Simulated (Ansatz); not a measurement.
1T (CdI2-type) MnI2, treated with LC-ωPBE in Ansatz (plane waves, PAW).

Numerical settings: plane-wave cutoff 460 eV, 6×6×4 k mesh (along the axes of the cell as run), Fermi–Dirac smearing 0.01 eV, spin-polarised with parallel moments, scalar-relativistic PAW data made under PBE.

Cell (relaxed at this level):

```xyz
3
Lattice="4.1321 0.0000 0.0000 -2.0660 3.5785 0.0000 0.0000 0.0000 7.2993" Properties=species:S:1:pos:R:3 pbc="T T T"
Mn     0.0000     0.0000     0.0000
I      0.0000     2.3857     1.6455
I      2.0660     1.1928     5.6538
```
Starting moments (μB, in the order of the record's atoms Mn I I): 4.0 0.0 0.0.

### Question
What does this level give for the band gap, smallest direct gap on the k points sampled and Γ–Γ gap?

### Answer

- band gap: 8.04 eV (on the SCF k mesh)
- smallest direct gap on the k points sampled: 8.31 eV
- Γ–Γ gap: 8.93 eV

Note: the magnetic order was assumed, not searched for or taken from measurement; the cell comes from a level without a dispersion term, which matters for the spacing of layers, chains or molecules; the volume lies 6 % above that of the published cell; the cell has widely spaced layers and the level no dispersion term, so their spacing and the moduli can rest on weak binding.

Spin–orbit coupling is not included; with these elements it can move the gap by several tenths of an eV or more.

Cost on a shared machine: very roughly 3 core-hours.

Ansatz is an electronic-structure program.
